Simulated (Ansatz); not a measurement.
The starting structures come from a database of crystals and need not be the phases stable at ambient conditions.

By PBEsol, the system below comes out a metal.

The ballistic (Sharvin) conductance counts the channels at the Fermi level: G/A = (e²/h) × channels of both spins per area.

Input:

```
CELL_PARAMETERS angstrom
      4.35626     0.00000     0.00000
      0.00000     4.35626     0.00000
      2.17813    -2.17813     3.08034
ATOMIC_POSITIONS crystal
  Y  0.00000 0.00000 0.00000
  Te 0.50000 0.50000 0.00000
```

Space group of this cell: Fm-3m, rock salt. The cell is taken as given; by PBEsol its mean pressure is -2.5 GPa.

The current flows along the normal of the first two printed cell vectors, the (001) plane of the conventional cell. No spin-orbit coupling; the value is a mean over 0.1 eV about the Fermi level.

Q: Give the ballistic conductance per area that PBEsol run with Ansatz (an electronic-structure program) yields.

A: 0.56 × 10¹⁵ S/m² for both spins.
